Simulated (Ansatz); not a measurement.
# MgS under a change: pressure −2 GPa

Consider MgS in the rock salt structure (space group Fm-3m, No. 225; a = 5.2297 Å).

Now apply this change: a negative pressure, −2 GPa.

Method: PBE/PAW in Ansatz (a quantum-chemistry and plane-wave program), scalar-relativistic without spin-orbit coupling. Settings: 11×11×11 k-points, 0.05 eV Fermi–Dirac smearing.

| quantity | base | changed | shift |
|---|---|---|---|
| volume per atom | 17.88 Å³ | 18.40 Å³ | +0.52 Å³ |
| density | 2.62 g/cm³ | 2.54 g/cm³ | -0.074 g/cm³ |
| shortest interatomic distance | 2.615 Å | 2.640 Å | +0.025 Å |
| enthalpy H = E + PV relative to the base's energy | – | -0.23 eV/atom | – |
| band gap | 2.76 eV | 2.70 eV | -0.06 eV |
| gap character | indirect, Γ → X | indirect, Γ → X | – |
| smallest direct gap | 3.60 eV | 3.39 eV | -0.217 eV |
| mean gap deformation potential ΔEg/Δln V | – | -2.2 eV | – |
| width of the top valence band | 2.31 eV | 2.24 eV | -0.076 eV |
| electron mass | 0.52 mₑ along k, 0.29 mₑ across (at X) | 0.52 mₑ along k, 0.29 mₑ across (at X) | – |
| hole mass (degenerate bands, along [100]) | 0.25, 0.97, 0.97 mₑ (at Γ) | 0.24, 1.00, 1.00 mₑ (at Γ) | – |
| valley order (the lowest conduction-band minima on the path, energy above the VBM, named in the base's zone) | X along ⟨100⟩ 2.76 eV; Γ 3.60 eV | X along ⟨100⟩ 2.70 eV; Γ 3.39 eV | – |

Load acts through the strain it causes; cell and atoms are relaxed under it. Masses are band curvatures over ±0.01 Å⁻¹ around the edge. Along k means along the line from Γ to the band edge. No phonon test of stability was made.
